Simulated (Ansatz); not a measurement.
System: TaRu3 (model structure, started from the A15 type, Pm-3n, No. 223, 8 atoms in the cell). Method: LDA (Ansatz, a program for electronic structure, plane waves, PAW).

Run with plane-wave cutoff 520 eV, 12×12×12 k mesh, Fermi–Dirac smearing 0.05 eV, no spin polarisation, scalar-relativistic PAW data made under PBE.

Cell (relaxed at this level):

```cif
data_Ru6Ta2
_chemical_formula_sum 'Ru6 Ta2'
_space_group_name_H-M_alt 'Pm-3n'
_space_group_IT_number 223
_space_group_name_Hall '-P 4n 2 3'
_cell_length_a 4.87234
_cell_length_b 4.87234
_cell_length_c 4.87234
_cell_angle_alpha 90.000
_cell_angle_beta 90.000
_cell_angle_gamma 90.000
loop_
_atom_site_label
_atom_site_type_symbol
_atom_site_symmetry_multiplicity
_atom_site_Wyckoff_symbol
_atom_site_fract_x
_atom_site_fract_y
_atom_site_fract_z
_atom_site_occupancy
Ru1 Ru 6 c 0.00000 0.50000 0.25000 1
Ta1 Ta 2 a 0.00000 0.00000 0.00000 1
```

### Question
Give the computed bulk modulus B0.

### Answer

bulk modulus B0: 303 GPa

Note: the run has no spin polarisation, so it can have missed a magnetic state; the bulk modulus is −V dP/dV from two relaxed cells at ±2 % in volume; the relaxation could raise the start's symmetry but not lower it, so the cell can be a saddle point.

Spin–orbit coupling is not included.

Cost on a shared machine: about 120 core-seconds (a rough figure).

A model structure was made by putting elements into a prototype or built by hand; it is no filed structure, need not be a known phase, and can be a saddle point held by its symmetry.
